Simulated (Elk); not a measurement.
Elk run on BaTiO3 (Pm-3m, 5 atoms in the cell): self-consistent single point.

Level of theory: PBE, spin-orbit coupling in second variation, all-electron FP-LAPW, Elk's shipped species files, APW+lo basis with extra local orbitals in Elk 10.2.4.

```xyz
5
Lattice="4.0694 0.0000 0.0000 0.0000 4.0694 0.0000 0.0000 0.0000 4.0694" Properties=species:S:1:pos:R:3 pbc="T T T"
Ba     2.0347     2.0347     2.0347
Ti     0.0000     0.0000     0.0000
O      2.0347     0.0000     0.0000
O      0.0000     2.0347     0.0000
O      0.0000     0.0000     2.0347
```

Reference input (self-consistent single point, DFT, PBE, all-electron FP-LAPW, Elk's shipped species files, APW+lo basis with extra local orbitals): xctype = 20; rgkmax = 7.5; stype = 0; swidth = 0.0001 Ha; ngridk = 4 4 4; tforce = true; gmaxvr = 18 1/bohr; lmaxapw = 10; lmaxo = 8; nxlo = 2; lorbcnd = true; lradstp = 2. This run's input differs from it in these lines:

```diff
@@ -5,2 +5,5 @@
   20
+
+spinorb
+  .true.
 
@@ -39,2 +42,5 @@
 
+nempty
+  10
+
 stype
```

Output, abridged:

```
│ Self-consistent loop started │
│ Loop number : 1 │
 total energy                :     -9225.92259873
 total moment                :  -0.1990310070E-24  0.9732142174E-24  0.9658512064E-24
│ Loop number : 2 │
 total energy                :     -9225.97067485
 total moment                :  -0.2470382618E-24 -0.2847418836E-23 -0.2853244629E-23
RMS change in Kohn-Sham potential (target) :   0.5352405910     (  0.1000000000E-05)
Absolute change in total energy (target)   :   0.4807612344E-01 (  0.1000000000E-03)
│ Loop number : 3 │
 total energy                :     -9225.84311883
   [... lines left out ...]
 total energy                :     -9219.36004208
 total moment                :  -0.7508653950E-24  0.8958632920E-24  0.1335715401E-23
RMS change in Kohn-Sham potential (target) :   0.2468298027E-06 (  0.1000000000E-05)
Absolute change in total energy (target)   :   0.1625985569E-03 (  0.1000000000E-03)
│ Loop number : 17 │
 total energy                :     -9219.36000725
 total moment                :  -0.9850064361E-25 -0.5589161151E-24  0.3126900663E-25
RMS change in Kohn-Sham potential (target) :   0.8921992794E-07 (  0.1000000000E-05)
Absolute change in total energy (target)   :   0.7548080430E-04 (  0.1000000000E-03)
Convergence targets achieved

│ Loop number : 18 │

Energies :
 Fermi                       :     0.287724975192
 xc effective B-field        :    -0.298099962235E-11
 external B-field            :      0.00000000000
 total energy                :     -9219.36000127
 (external B-field energy excluded from total)

Density of states at Fermi energy :   0.8601151703E-05
 (states/Hartree/unit cell)

Estimated indirect band gap :   0.6175672616E-01
 from k-point     10 to k-point      1
Estimated direct band gap   :   0.6581900128E-01
 at k-point      1

Charges :
 core                        :    52.00000000
 valence                     :    50.00000000
 interstitial                :    9.072560739
 muffin-tins (core leakage)
  species :    1 (Ba)
   atom    1                 :    52.73325665     (  0.1025086199E-03)
   [... lines left out ...]
 total moment                :   0.5950715036E-24 -0.4199747604E-24 -0.1114318098E-23
   [... lines left out ...]
   total force               :    -0.00000000    0.00000000    0.00000000
   total magnitude           :     0.00000000
  atom :    3
   Hellmann-Feynman          :    -0.00000000    0.00000000    0.00000000
   IBS                       :     0.00000000    0.00000000    0.00000000
   total force               :    -0.00000000    0.00000000    0.00000000
   total magnitude           :     0.00000000
```

The run converged in 18 iterations. The count includes the last loop, which Elk runs after its targets are met. Against the reference run the gap on the mesh goes from 1.697 to 1.680 eV.

The starting cell comes from a database of computed structures (which also holds hypothetical and non-ambient phases and stackings), without a prior relaxation at this level. Its lattice was rescaled by a random factor within 2.5 % of one. Values depend on the basis (sphere radii, cutoffs, local orbitals), which need not be converged.

Cost on one core of a shared machine: roughly 4 min.
